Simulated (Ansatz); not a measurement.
## Response to strain in BN

The parent structure is BN in the zinc blende structure (space group F-43m, No. 216; a = 3.624 Å).

Strains are applied to the cell and any free atomic positions relax.

All numbers come from PBE, PAW, 420 eV (Ansatz, an electronic-structure program; no spin-orbit coupling), earlier PAW set.

```json
[
 {"isotropic strain (%)": "-5.31", "band gap (eV)": "4.62"},
 {"isotropic strain (%)": "-2.65", "band gap (eV)": "4.54"},
 {"isotropic strain (%)": "-1.87", "band gap (eV)": "4.52"},
 {"isotropic strain (%)": "-1.26", "band gap (eV)": "?"},
 {"isotropic strain (%)": "0", "band gap (eV)": "4.46"}
]
```

### Question
Fit E_g = E₀ + Dε (ε in %) to the rows shown and predict the withheld row.

### Answer
Least squares on the printed values gives E₀ = 4.46 eV, D = -30.0 meV per % of strain (largest residual 0.00 eV); this predicts 4.50 eV, and the run gives 4.50 eV, in agreement.

No phonon test of stability was made.
